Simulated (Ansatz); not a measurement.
## Harmonic thermodynamics of BP (zinc blende, F-43m)

Per mole of formula units at the relaxed static volume; finite displacements on a 8×8×8 mesh, r2SCAN density-functional theory in Ansatz (plane waves, PAW), k mesh 8×8×8; sums on an interpolated 16×16×16 mesh. Dynamical quadrupoles are not included in the interpolation of the phonons between the solved wave vectors. Zero-point energy 19.79 kJ/mol.

```csv
T (K),F_vib (kJ/mol),S (J/mol/K),C_V (J/mol/K)
100,19.74,1.9,5.5
150,19.57,5.3,12.1
200,19.19,9.7,18.5
250,18.59,14.5,24.3
300,17.74,19.3,29.0
400,15.34,28.7,35.7
600,[?],[?],[?]
800,-2.31,57.4,45.5
1000,-14.85,67.7,47.0
```

Task: Complete the blanks.

Result: 
- 600, F_vib (kJ/mol): 7.94
- 600, S (J/mol/K): 44.7
- 600, C_V (J/mol/K): 42.6

No phase change or melting is allowed for: the numbers belong to this structure as given.

The PAW data sets were generated under PBE and serve the other functionals too.

Ansatz is a program for electronic structure.
